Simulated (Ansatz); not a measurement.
## What pressure −1 GPa does to Pt

Take Pt in the fcc (Cu type) structure (space group Fm-3m, No. 225; a = 3.970 Å) as the base.

Now apply this change: hydrostatic tension (pressure −1 GPa).

All numbers come from DFT with PBE, PAW potentials and a 420 eV plane-wave cutoff in Ansatz (a quantum-chemistry and plane-wave program), no SOC. Settings: 20×20×20 k-points, 0.05 eV Fermi–Dirac smearing.

```yaml
volume_per_atom: 15.71 Å³ (base 15.65 Å³)
density: 20.62 g/cm³ (base 20.70 g/cm³)
lattice_parameter_a: 3.976 Å (base 3.970 Å)
shortest_interatomic_distance: 2.811 Å (base 2.807 Å)
band_gap: zero (base zero)
```

Final structure:

```
Pt
1.0
    0.00000     1.98788     1.98788
    1.98788     0.00000     1.98788
    1.98788     1.98788     0.00000
Pt
1
Cartesian
  0.00000   0.00000   0.00000
```

Load acts through the strain it causes; cell and atoms are relaxed under it. No phonon test of stability was made. The final runs are not spin-polarised.
